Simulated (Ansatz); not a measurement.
Data:

```yaml
crystal:
  lattice:
    - [2.55394, 0.00000, 0.00000]
    - [-1.27697, 2.21178, 0.00000]
    - [0.00000, 0.00000, 4.22685]
  atoms:
    - { symbol: B, position: [0.66667, 0.33333, 0.99972] }
    - { symbol: B, position: [0.33333, 0.66667, 0.49972] }
    - { symbol: N, position: [0.66667, 0.33333, 0.62528] }
    - { symbol: N, position: [0.33333, 0.66667, 0.12528] }
```

Space group of this cell: P6_3mc, wurtzite. The cell is taken as given; by r2SCAN its mean pressure is -4.7 GPa.

Calculation: r2SCAN (plane waves, PAW; Ansatz, a program for electronic structure).

The current runs along the normal of the first two printed vectors; no spin-orbit coupling. Scaled by the factor s: both lengths across the current (ions clamped). Meshes 18×18×8 and 18×18 across the current in all rows.

| s | mean pressure (GPa) | band gap (eV) |
|---|---|---|
| 0.98 | 11.7 | 5.62 |
| 1.00 | -4.7 | 5.75 |
| 1.02 | -18.3 | ? |

Take the slope of the band gap against ln s from the two given rows, extrapolate to s = 1.02, and say what the run there gives.

Slope = (5.62 − 5.75) / ln 0.98 = 6.43 eV. The line gives 5.75 + (6.43) × ln 1.02 = 5.88 eV. The run gives 5.86 eV, 0.02 eV under the line, 14 % of the predicted step.
